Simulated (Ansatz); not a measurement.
L1₀ (CuAu-type) CuAu: PBE at its full settings (plane-wave cutoff 520 eV, 20×20×16 k mesh (along the axes of the cell as run), Fermi–Dirac smearing 0.05 eV, no spin polarisation, scalar-relativistic PAW data made under PBE) and at cheaper ones, in a cell of 2 atoms with Γ-centred meshes.

```json
[
 {"level and setting": "PBE (Ansatz)", "lattice parameter a (Å)": "2.863", "c axis length (Å)": "3.661", "bulk modulus B0 (GPa)": "140"},
 {"level and setting": "PBE (300 eV cutoff) (Ansatz)", "lattice parameter a (Å)": "2.866", "c axis length (Å)": "3.664", "bulk modulus B0 (GPa)": "146"},
 {"level and setting": "PBE (2×2×2 k mesh) (Ansatz)", "lattice parameter a (Å)": "3.349", "c axis length (Å)": "3.134", "bulk modulus B0 (GPa)": "97.2"},
 {"level and setting": "PBE (Fermi-Dirac smearing of 0.3 eV) (Ansatz)", "lattice parameter a (Å)": "2.886", "c axis length (Å)": "3.611", "bulk modulus B0 (GPa)": "138"}
]
```

Largest shifts from the full settings: lattice constant a +17.0 % (PBE (2×2×2 k mesh)), against a difference of +2.25 % of the full result from the reference 2.8 Å (measured, temperature not stated, no zero-point or thermal correction; as tabulated in Nepal et al. (2019), arXiv:1905.09348); lattice parameter c -14.4 % (PBE (2×2×2 k mesh)), against a difference of -0.25 % of the full result from the reference 3.67 Å (measured, temperature not stated, no zero-point or thermal correction; as tabulated in Mehl et al. (2016), arXiv:1607.02532); bulk modulus -31 % (PBE (2×2×2 k mesh)).

Ansatz's density-functional and Hartree–Fock values are scalar-relativistic unless marked +SOC, with PAW data made under PBE.

Run with cheap settings on purpose, which may leave them unconverged: PBE (2×2×2 k mesh), PBE (300 eV cutoff), PBE (Fermi-Dirac smearing of 0.3 eV).

Ansatz is an electronic-structure program.
